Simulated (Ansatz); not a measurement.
## A computed series for ZnS: response to strain

The parent structure is ZnS in the zinc blende structure (space group F-43m, No. 216; a = 5.390 Å). Axes: x, y, z lie along the cube axes.

Strains are applied to the cell and any free atomic positions relax; under biaxial strain the out-of-plane vector relaxes too.

Calculations: r2SCAN, PAW, 500 eV (Ansatz, a program for electronic structure; spin-orbit coupling left out), earlier PAW set.

Candidates:
(a) biaxial strain −3.61 %, plane normal [111], relaxed out of plane
(b) biaxial strain +1.06 %, plane normal [001], relaxed out of plane
(c) uniaxial strain ε_xx = −0.35 %
(d) tensor shear ε_xy = −3.43 %

Notes on the quantities. energy relative to the base: free energy F.

Task: Order them by energy relative to the base, lowest first.

Result: (c) uniaxial strain ε_xx = −0.35 % (+0.1 meV/atom), (b) biaxial strain +1.06 %, plane normal [001], relaxed out of plane (+1.3 meV/atom), (d) tensor shear ε_xy = −3.43 % (+14 meV/atom), (a) biaxial strain −3.61 %, plane normal [111], relaxed out of plane (+27 meV/atom)

No phonon test of stability was made.
